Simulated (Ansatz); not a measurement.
## silicon: the defect Te_Si+Te_Si+Te_Si+Te_Si

Computed with PBE, PAW (plane waves to 420 eV; Ansatz, a first-principles code). The supercell holds 216 host sites (3×3×3 repeats of a cell of 8 atoms), with a 2×2×2 shifted k-point sampling for the final energies. Site at the start: a built cluster, 3.9 Å across. Charged cells carry a point-charge image correction with potential alignment at far atoms. Dielectric constants: PBE linear response of the host. Host gap at this level: 0.61 eV. A cell of this size leaves errors of a few tenths of an eV. PBE underestimates the host's gap, which shifts levels and can delocalise carriers. Spin–orbit coupling is left out, which matters for these heavy elements. Each state is the lowest found from its start.

Formation energies E_f are given with the Fermi level at the valence-band maximum. Chemical conditions: host crystal and elements as references (Δμ(Si) = 0.00 eV, Δμ(Te) = 0.00 eV; Te taken from its element, since no compound that bounds it was computed at this level; only phases computed here count, gases as isolated molecules at 0 K). Reference phases: Si: silicon, Te: trigonal Te.

The name describes the start; the neighbours show where the atoms ended.

Charges with a result: +1, 0, −1. Others weren't obtained, and one of them could lie lower, also by skipping a charge.

```tsv
charge	moment (μB)	point group	largest move off a lattice site (Å)	neighbours of the last Te atom of the defect at the end (Å)	image correction with alignment (eV)	E_f, host crystal and elements as references (eV)	above the lowest spin state (eV)
+1†	1.0	–	0.53	Si 2.64, Si 2.68, Si 2.68, Si 2.69	0.33	–	0.00
0	not spin-polarised	Td	0.52	Si 2.63, Si 2.69, Si 2.69, Si 2.69	0.00	8.36	0.00
0	0.0	Td	0.52	Si 2.63, Si 2.68, Si 2.69, Si 2.69	0.00	8.36	0.00
−1†	quenched	–	0.52	Si 2.63, Si 2.68, Si 2.69, Si 2.69	-0.19	–	0.00
```

† Not settled in this cell, so no level is given: charge +1: a level filled in part; charge −1: a level filled in part, carriers not clearly localised, level within 0.1 eV of a band edge or past it.

Point groups are those of the whole cell at tolerances of 0.03 and 0.1 Å ("near" where only the looser one holds); none is given for unsettled states.

Starting moments that weren't kept: charge 0 began with 2 μB and ended with 0.0; charge −1 began with 1 μB and ended with 0.0.

Flagged in the runs: a doubtful potential alignment.

All states together cost around 15 core-hours (rough).
